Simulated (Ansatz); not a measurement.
# A computed series for GaAs: response to strain

Take GaAs in the zinc blende structure (space group F-43m, No. 216; a = 5.6590 Å) as the base. Axes: x, y, z lie along the cube axes.

Strains are applied to the cell and any free atomic positions relax; under biaxial strain the out-of-plane vector relaxes too.

Level of theory: PBEsol (Ansatz, an electronic-structure program, PAW, without spin-orbit coupling).

| variant | volume per atom | band gap | gap character |
|---|---|---|---|
| base | 22.65 Å³ | 0.42 eV | direct at Γ |
| biaxial strain +2.57 %, plane normal [001], relaxed out of plane | 23.27 Å³ | zero | – |
| biaxial strain −0.80 %, plane normal [111], relaxed out of plane | 22.38 Å³ | 0.48 eV | direct at Γ |
| isotropic strain −4.65 % | 19.64 Å³ | 1.05 eV | indirect, Γ → X |
| isotropic strain −1.13 % | 21.89 Å³ | 0.68 eV | direct at Γ |
| uniaxial strain ε_xx = −2.65 % | 22.05 Å³ | 0.52 eV | direct at Γ |
| uniaxial strain ε_xx = −0.48 % | 22.54 Å³ | 0.44 eV | direct at Γ |
| uniaxial strain ε_yy = −0.73 % | 22.49 Å³ | 0.45 eV | direct at Γ |
| uniaxial strain ε_zz = +5.69 % | 23.94 Å³ | zero | – |
| tensor shear ε_xz = +2.65 % | 22.64 Å³ | 0.17 eV | direct at Γ |

Whether these cells are dynamically stable was not tested. All final runs are without spin polarisation. Gaps under 0.05 eV, about the width of the smearing, are given as zero. The zero or small gap of GaAs under biaxial strain +2.57 %, plane normal [001], relaxed out of plane, GaAs under uniaxial strain ε_zz = +5.69 % and GaAs under tensor shear ε_xz = +2.65 % can change with the level of theory. k-point labels follow each cell's own Brillouin zone.
